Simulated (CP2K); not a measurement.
Band structure of YSF (P4/nmm, 6 atoms in the cell).

```
CELL_PARAMETERS angstrom
      3.76469     0.00000     0.00000
      0.00000     3.76469     0.00000
      0.00000     0.00000     6.81165
ATOMIC_POSITIONS crystal
  Y  0.00000 0.50000 0.22723
  Y  0.50000 0.00000 0.77277
  S  0.00000 0.50000 0.64557
  S  0.50000 0.00000 0.35443
  F  0.00000 0.00000 0.00000
  F  0.50000 0.50000 0.00000
```

Method of the run: PBEsol, GPW, DZVP-MOLOPT-SR-GTH basis, GTH-PBE potentials (GTH_POTENTIALS) (CP2K 2026.2).

Settings: CUTOFF = 550 Ry; REL_CUTOFF = 50 Ry; KPOINTS/SCHEME = MONKHORST-PACK 6 6 4; GAMMA_CENTERED = T; XC_FUNCTIONAL = PBE:PBESOL; Y/BASIS_SET = DZVP-MOLOPT-SR-GTH-q11; Y/POTENTIAL = GTH-PBE-q11; S/BASIS_SET = DZVP-MOLOPT-SR-GTH-q6; S/POTENTIAL = GTH-PBE-q6; F/BASIS_SET = DZVP-MOLOPT-SR-GTH-q7; F/POTENTIAL = GTH-PBE-q7; METHOD = GPW; EPS_DEFAULT = 1e-10; EXTRAPOLATION = USE_GUESS.

The starting cell comes from a database of computed structures (which also holds hypothetical and non-ambient phases and stackings), without a prior relaxation at this level. Its lattice was rescaled by a random factor within 2.5 % of one. Values carry the incompleteness of an atom-centred basis. The potentials were made for another functional than the one used.

Problem. Predict the gap along the standard path and the places of the band edges.

Solution. The gap along the path is 1.19 eV, direct at Γ to within 0.01 eV.

Levels in eV from the top of the valence band on the SCF mesh, bands 21 to 25:
```tsv
point	21	22	23	24	25
Γ	-1.71	-0.22	0.00	0.00	1.19
X	-1.73	-1.73	-1.14	-1.14	3.70
M	-1.75	-1.75	-1.29	-1.29	4.79
Z	-1.61	-1.04	-0.07	-0.07	1.78
R	-1.66	-1.66	-0.86	-0.86	4.05
A	-1.53	-1.53	-1.33	-1.33	4.83
```

Higher empty bands are left out: an atom-centred basis made for the valence describes them poorly.
